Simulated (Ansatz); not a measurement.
Consider TiC in the rock salt structure (space group Fm-3m, No. 225; relaxed with 0.1 eV smearing).

```xyz
2
Lattice="0.0000 2.1639 2.1639 2.1639 0.0000 2.1639 2.1639 2.1639 0.0000" Properties=species:S:1:pos:R:3 pbc="T T T"
Ti     0.0000     0.0000     0.0000
C      2.1639     2.1639     2.1639
```

Cartesian axes are those of the cell as printed.

The values are results of r2SCAN (Ansatz, an electronic-structure program), spin-orbit coupling left out, not measurements.

For the base:

```
Quantity   Result
--------  -------
Pressure  0.0 GPa
```

Perturbation: uniaxial strain ε_zz = −2.50 %, all other strain components held at zero; the atoms relax in the strained cell.

Problem. Predict the new pressure and energy relative to the base.

Solution. The pressure (mean of the normal stresses, compression positive) goes from zero to 7.3 GPa; the energy rises by 11 meV/atom.

No phonon test of stability was made. All final runs are without spin polarisation.
